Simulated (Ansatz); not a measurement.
Structures of equal composition on the (0001) surface of hcp Hf: clean 1x1; top plane shifted to the other hollow. The slabs share one bottom face, and each structure is named by its start. These are constructed structures in small cells; real faces may alloy, dewet or reconstruct in larger ones, and not all known structures of the face are among them. Slabs of about 12 Å with all that they carry, Fermi-Dirac smearing of 0.1 eV. Bottom of the slabs: a bare face, its two planes held. Relaxed from the named starts with such symmetry as they have, on meshes of like density; energies extrapolated to zero smearing; no spin-orbit coupling, no U. Spin-polarised runs, if any, are marked in brackets, and their order is one that fits the cell; the others ran without spin.

Calculation: PBE (plane waves to 420 eV, PAW; Ansatz, a quantum-chemistry and plane-wave program).

**Question.** Order them by energy per 1x1 cell (lowest first) at the level PBE.

**Answer.** clean 1x1 (0.000 eV), top plane shifted to the other hollow (0.098 eV)
